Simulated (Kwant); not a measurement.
Device: wire with a row of barriers in a Si two-dimensional gas. Effective mass 0.19 mₑ, grid spacing 10 nm, hard walls, nominal width 200 nm (19 grid rows, so walls 200 nm apart), one parabolic valley, scattering region 1000 nm long along x; energies count from the band bottom; Fermi energy swept from 3.9582e-05 to 0.00047004 eV. 2 barrier(s) across the wire, height 0.0013 eV, thickness 40 nm (about 4 grid columns), spaced by 60 nm.

Constants are typed, rounded textbook-type inputs, not results; the design itself was drawn at random and stands for no fabricated device.

Model: effective-mass tight-binding model on a square grid, one spin, coherent transport at 0 K (Kwant). Conductance is in e²/h.

**Question.** How many channels do the leads carry at E = 0.297, 0.316 meV?

**Answer.** The hard-wall thresholds are n² ħ²π²/(2mW²) = n² × 0.0495 meV with W = 200 nm. √(0.297/0.0495) = 2.45, so 2. √(0.316/0.0495) = 2.53, so 2.
